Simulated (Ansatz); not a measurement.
System: BeS (model structure, started from the NiAs type, P6₃/mmc, No. 194, 4 atoms in the cell). Method: PBEsol (plane waves, PAW; Ansatz, a quantum-chemistry and plane-wave program).

Settings: plane-wave cutoff 520 eV, 12×12×8 k mesh (along the axes of the cell as run), Fermi–Dirac smearing 0.01 eV, scalar-relativistic PAW data made under PBE.

Cell (relaxed at this level):

```
CELL_PARAMETERS angstrom
      3.27121     0.00000     0.00000
     -1.63561     2.83295     0.00000
      0.00000     0.00000     5.20687
ATOMIC_POSITIONS crystal
  Be 0.00000 0.00000 0.00000
  Be 0.00000 0.00000 0.50000
  S  0.33333 0.66667 0.25000
  S  0.66667 0.33333 0.75000
```

Predict the band gap and bulk modulus B0.


- band gap: 1.39 eV (on the SCF k mesh)
- bulk modulus B0: 115 GPa

Note: the bulk modulus is −V dP/dV from two relaxed cells at ±2 % in volume; the relaxation could raise the start's symmetry but not lower it, so the cell can be a saddle point.

The computed numbers hold no vibrational or temperature effects.

A model structure was made by putting elements into a prototype or built by hand; it is no filed structure, need not be a known phase, and can be a saddle point held by its symmetry.
